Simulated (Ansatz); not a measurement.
Bond-angle distributions (per cent of the angles at each element, bins of 10°) of a relaxed model of amorphous Ta₈Si₁₀O₄₀ at 4.76 g/cm³. All values below come from PBE, scalar-relativistic without spin-orbit coupling (plane waves to 420 eV, PAW; Ansatz, a program for electronic structure).

The cell was made by melting and quenching with the CHGNet potential and then relaxed with DFT. O atoms were pushed apart under 1.9 Å during the dynamics, to hinder bonds among them. The hot cell started wider than the set density and was brought back towards it in steps. It is the lowest in DFT energy of 2 quenches. It is a model cell: composition and starting density were chosen by hand, and all elements were melted together. No dispersion term was used. Its density started from a set value of 4.76 and ended at 4.76 g/cm³. The simulated quench (nominally 1400 K/ps over its main leg) is rapid and tends to freeze in more defects than a deposited or slowly cooled glass has. A cell of this size samples the disorder only roughly. The volume was held where the preparation left it and the shape relaxed, at a PBE pressure of 0.2 GPa.

Bonds are counted up to Ta-Ta 3.12 Å, Ta-Si 2.78 Å, Ta-O 2.60 Å, Si-Si 2.60 Å, Si-O 1.90 Å, O-O 1.58 Å. Two cations that share two anions don't count as bonded, nor two that share one unless they lie closer than Ta-Ta 3.04 Å, Ta-Si 2.71 Å, Si-Si 2.38 Å.

```tsv
angle (°)	at Ta	at Si	at O
50-60	0	0	0
60-70	2	0	0
70-80	11	0	0
80-90	22	0	0
90-100	19	0	2
100-110	18	53	4
110-120	3	43	7
120-130	5	3	17
130-140	4	0	22
140-150	6	0	22
150-160	3	0	11
160-170	5	0	9
170-180	1	0	7
```

They go with these counts of neighbours within the cut-offs, cation contacts included: Ta mean 5.4, most often 5; Si mean 4.0, most often 4; O mean 2.1, most often 2.
